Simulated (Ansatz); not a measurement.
Consider a C ion moving along [001] in Si (Fd-3m), on the centre line of the channel, 1.37 Å from the nearest row of atoms, at 0.2 atomic units of velocity (11.9 keV). The periodic cell holds 64 host atoms, 10.9 × 10.9 Å across the path and 10.9 Å along it, and uses an absorbing far layer at Γ.

Question: What electronic stopping power does real-time TDDFT give (PBE density-functional theory in Ansatz (plane waves, PAW), adiabatic)?

Answer: 8.5 eV/Å, or 85 eV/nm. Host atoms are fixed, cores are frozen and nuclear stopping is left out; the value is of this one path, not of a random one. The dependence on the size of the cell was not tested for this case.

Ansatz is a program for electronic structure.
